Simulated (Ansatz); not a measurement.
Take Li2S in the anti-fluorite structure (space group Fm-3m, No. 225; a = 5.6549 Å) as the base.

All numbers come from PBEsol, PAW, 420 eV (Ansatz, a quantum-chemistry and plane-wave program; no SOC).

Strains are applied to the cell and any free atomic positions relax.

One change was made to it. Results:

| quantity | base | after |
|---|---|---|
| energy relative to the base (free energy F) | 0 meV/atom | +18 meV/atom |
| electron mass | 0.62 mₑ along k, 0.33 mₑ across (at X) | 0.60 mₑ along k, 0.32 mₑ across (at X) |

**Question.** Which of these changes matches the shifts?
(A) isotropic strain +0.50 %
(B) isotropic strain −3.00 %
(C) isotropic strain −2.50 %

**Answer.** B, isotropic strain −3.00 %. For comparison, the energy relative to the base in the other runs: isotropic strain +0.50 % gives +0.4 meV/atom; isotropic strain −2.50 % gives +12 meV/atom.

The levels and masses belong to the bands next to the band gap. Masses are band curvatures over ±0.01 Å⁻¹ around the edge. Along k means along the line from Γ to the band edge. Stability against distortions was not tested.
